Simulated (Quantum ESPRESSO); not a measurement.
**Predicting one run from its neighbours: the energy against the cutoff, Nb (Im-3m, 1 atom in the cell)**

```yaml
crystal:
  lattice:
    - [1.65825, 1.65825, 1.65825]
    - [-1.65825, 1.65825, 1.65825]
    - [-1.65825, -1.65825, 1.65825]
  atoms:
    - { symbol: Nb, position: [0.00000, 0.00000, 0.00000] }
```

Method: PBE, SSSP 1.1.2 efficiency (PBE) pseudopotentials (plane waves; Quantum ESPRESSO).

Base settings: ecutwfc = 50 Ry; ecutrho = 400 Ry; occupations = smearing; smearing = fermi-dirac; degauss = 0.0073499 Ry; potentials = {Nb: Nb.pbe-spn-kjpaw_psl.0.3.0.UPF}; K_POINTS = automatic 8 8 8 0 0 0; conv_thr = 1e-10 Ry; mixing_beta = 0.7.

The last step of the ladder, which sets the zero, is ecutwfc = 120 Ry.

The starting cell has typed, rounded lattice constants, without a prior relaxation at this level. Its lattice was rescaled by up to half a per cent. Spin polarisation is off.

An empirical form for the window shown: the miss falls exponentially with the largest wave vector, which goes as √cutoff: ln(ΔF) = a + b·√cutoff.

```
ecutwfc  √cutoff (√Ry)  F less the last step's (meV/atom)  ln of it
-------  -------------  ---------------------------------  --------
35 Ry            5.916                              58.74     4.073
40 Ry            6.325                                  ?         ?
45 Ry            6.708                              25.98     3.257
50 Ry            7.071                              16.92     2.828
55 Ry            7.416                              10.88     2.387
```

Task: Fit the line to the 4 rows given and predict the withheld one.

Result: Means: x̄ = 6.7778, ȳ = 3.1362. Σ(x − x̄)(y − ȳ) = -1.384 and Σ(x − x̄)² = 1.241, so b = -1.116 and a = ȳ − b·x̄ = 10.700; ΔF halves for each 0.62 in √cutoff. The largest residual of the fitted rows is 0.043. At x = 6.325 the line gives 3.641, that is 38.1 meV/atom. The run gave 37.81 meV/atom, a miss of 0.29 meV/atom (1 %). The table is a window of a longer ladder. The rows were chosen because the form fits them, the withheld one included, so this shows the method and is no test of the form.

Left out of this page: 10 runs of the series outside the window shown, repeating another row's setting, or not comparable.
